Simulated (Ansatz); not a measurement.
A self-consistent single point of a (110) slab of MgS (cut from a parent of space group no. 216; 8 atoms in the cell) with Ansatz (an electronic-structure program).

Level of theory: LDA (PW92), default PAW files made with PBE (plane waves; Ansatz).

The change in words: vacuum of 7 angstrom (first run: 14 Å). Reference geometry:
```yaml
crystal:
  lattice:
    - [5.69457, 0.00000, 0.00000]
    - [0.00000, 4.02667, 0.00000]
    - [0.00000, 0.00000, 20.04002]
  atoms:
    - { symbol: Mg, position: [0.00000, 0.25000, 0.44977] }
    - { symbol: Mg, position: [0.50000, 0.75000, 0.34930] }
    - { symbol: Mg, position: [0.00000, 0.25000, 0.65070] }
    - { symbol: Mg, position: [0.50000, 0.75000, 0.55024] }
    - { symbol: S, position: [0.75000, 0.25000, 0.34930] }
    - { symbol: S, position: [0.25000, 0.75000, 0.44977] }
    - { symbol: S, position: [0.75000, 0.25000, 0.55024] }
    - { symbol: S, position: [0.25000, 0.75000, 0.65070] }
```

Reference input (self-consistent single point, DFT, LDA (PW92), plane waves, default PAW files made with PBE): basis.ecutwfc = 420 eV; kpoints.mp_grid.grid = 4 6 1; hamiltonian.xc = lda; hamiltonian.pseudopotentials = {kind: paw} (the program's default PAW files); scf.occupations.method = fermi_dirac; scf.occupations.width = 0.05 eV. This run's input differs from it in these lines:

Ansatz 0.2 input:
```diff
@@ -5,12 +5,12 @@
     - [0.000000, 4.026670, 0.000000]
-    - [0.000000, 0.000000, 20.040016]
+    - [0.000000, 0.000000, 13.040021]
   atoms:
-    - { symbol: Mg, position: [0.000000, 0.250000, 0.449765] }
-    - { symbol: Mg, position: [0.500000, 0.750000, 0.349301] }
-    - { symbol: Mg, position: [0.000000, 0.250000, 0.650699] }
-    - { symbol: Mg, position: [0.500000, 0.750000, 0.550235] }
-    - { symbol: S, position: [0.750000, 0.250000, 0.349301] }
-    - { symbol: S, position: [0.250000, 0.750000, 0.449765] }
-    - { symbol: S, position: [0.750000, 0.250000, 0.550235] }
-    - { symbol: S, position: [0.250000, 0.750000, 0.650699] }
+    - { symbol: Mg, position: [0.000000, 0.250000, 0.422798] }
+    - { symbol: Mg, position: [0.500000, 0.750000, 0.268404] }
+    - { symbol: Mg, position: [0.000000, 0.250000, 0.731596] }
+    - { symbol: Mg, position: [0.500000, 0.750000, 0.577202] }
+    - { symbol: S, position: [0.750000, 0.250000, 0.268404] }
+    - { symbol: S, position: [0.250000, 0.750000, 0.422798] }
+    - { symbol: S, position: [0.750000, 0.250000, 0.577202] }
+    - { symbol: S, position: [0.250000, 0.750000, 0.731596] }
 basis:
```

Output, abridged:

```
SCF iter   1: F=—  HF=-11093.283215 eV  |F-HF|=—  |Δ(HF+E_count)|=         —  Δρ=4.71e-3  dr2=5.95e-2  ethr=1.77e-3  ⟨swp⟩=7.6  Hψ=2135  notcnv=0  defer=6
all-band conjugate gradients solve this SCF's bands
preconditioner: auto → Resta (q_TF=auto, 2.110 Å⁻¹)
SCF iter   2: F=—  HF=-11093.264245 eV  |F-HF|=—  |Δ(HF+E_count)|=   1.90e-2  Δρ=2.11e-3  dr2=1.29e-2  ethr=9.29e-5  ⟨swp⟩=2.0  Hψ=903  notcnv=0  defer=33
   [... lines left out ...]
SCF iter   4: F=—  HF=-11093.261853 eV  |F-HF|=—  |Δ(HF+E_count)|=   3.27e-5  Δρ=1.36e-4  dr2=1.11e-4  ethr=1.33e-6  ⟨swp⟩=2.2  Hψ=618  notcnv=0  defer=33
SCF iter   5: F=—  HF=-11093.261844 eV  |F-HF|=—  |Δ(HF+E_count)|=   8.42e-6  Δρ=3.95e-5  dr2=5.60e-6  ethr=1.74e-7  ⟨swp⟩=2.0  Hψ=602  notcnv=0  defer=33
SCF iter   6: F=—  HF=-11093.261873 eV  |F-HF|=—  |Δ(HF+E_count)|=   2.91e-5  Δρ=1.42e-5  dr2=4.94e-7  ethr=8.75e-9  ⟨swp⟩=2.0  Hψ=841  notcnv=0  defer=33
SCF iter   7: F=-11093.261873 eV  HF=-11093.261873 eV  |F-HF|=9.51e-10  |Δ(HF+E_count)|=   1.97e-7  Δρ=3.56e-6  dr2=3.92e-8  ethr=1.56e-10  ⟨swp⟩=12.6  Hψ=2165  notcnv=0
SCF 1 converged in 7 iterations: F = -11093.261873 eV  dr2 = 3.92e-8
Free energy (F): -11093.261873 eV
Internal energy: -11093.261873 eV  (E = F + TS)
E sigma→0 (E₀):  -11093.261873 eV
Fermi energy:    1.000632 eV
--- Forces (eV/Å), atoms counted from 1 ---
  atom   1  Mg    -0.16193834    -0.00000000    -0.12044833
  atom   2  Mg     1.00444005    -0.00000000     1.07499524
  atom   3  Mg     1.00444005    -0.00000000    -1.07499524
  atom   4  Mg    -0.16193834    -0.00000000     0.12044833
  atom   5  S     -0.70632424    -0.00000000    -0.30854775
  atom   6  S     -0.13617080    -0.00000000    -0.36931702
  atom   7  S     -0.13617080    -0.00000000     0.36931702
  atom   8  S     -0.70632424    -0.00000000     0.30854775
--- Stress (GPa, compression-positive) ---
       -3.400399       0.000000       0.000000
        0.000000      -3.135014       0.000000
        0.000000       0.000000      -1.999603
  P = ⅓ Tr σ = -2.8450 GPa (-28.450 kbar)
  The stress holds the Pulay correction. Without it, at fixed plane waves, as pw.x and ABINIT print it: P = -2.8490 GPa
```

The run converged in 7 iterations. Against the reference run the free energy stays essentially unchanged (within 1 meV/atom), the largest force moves little (1.478 to 1.471 eV/Å) and the gap on the mesh goes from 2.199 to 2.125 eV.

The starting cell comes from a database of computed structures (which also holds hypothetical and non-ambient phases and stackings), without a prior relaxation at this level. The slab is cut from that crystal, and its faces are unrelaxed. Its lattice was rescaled by up to half a per cent. Spin polarisation is off, though cut faces can carry moments; a gap of a slab can lie between surface states. Forces in this geometry exceed 1 eV/Å.
